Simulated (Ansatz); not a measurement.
BaTiO3: response to strain

The parent structure is BaTiO3 in the cubic perovskite structure (space group Pm-3m, No. 221; a = 3.994 Å). Axes: x, y, z lie along the cube axes.

Strains are applied to the cell and any free atomic positions relax; under biaxial strain the out-of-plane vector relaxes too; under stress the whole cell relaxes.

Computed with Ansatz (a first-principles code) r2SCAN, no spin-orbit coupling, earlier PAW set.

Notes on the quantities. energy relative to the base: free energy F.

```tsv
case	energy relative to the base	gap character	shortest interatomic distance
base	0 meV/atom	indirect, R → Γ	1.997 Å
biaxial strain −1.50 %, plane normal [001], relaxed out of plane	+6.5 meV/atom	indirect, A → Γ	1.967 Å
biaxial strain −0.52 %, plane normal [001], relaxed out of plane	+0.8 meV/atom	indirect, A → Γ	1.987 Å
biaxial strain −4.07 %, plane normal [110], relaxed out of plane	+57 meV/atom	direct at Γ	1.916 Å
biaxial strain +2.48 %, plane normal [111], relaxed out of plane	+19 meV/atom	indirect, T → Γ	___
isotropic strain +5.49 %	___	indirect, R → Γ	2.107 Å
isotropic strain +5.95 %	+188 meV/atom	indirect, R → Γ	2.116 Å
uniaxial strain ε_yy = −2.51 %	+8.6 meV/atom	indirect, A → Γ	1.947 Å
uniaxial stress, 0.5 GPa tension along z	0.0 meV/atom	indirect, A → Γ	1.996 Å
```

### Question
Some entries are withheld; estimate them.

### Answer

- biaxial strain +2.48 %, plane normal [111], relaxed out of plane, shortest interatomic distance: 2.023 Å
- isotropic strain +5.49 %, energy relative to the base: +162 meV/atom

Beyond what the load breaks, stability against distortions was not tested. The final runs are not spin-polarised. Many cubic perovskites are stable only at high temperature; tilts and polar distortions were not tested. This is not the structure that BaTiO3 has at room temperature and ambient pressure. Labels are those of the standard path for the cell's own space group.
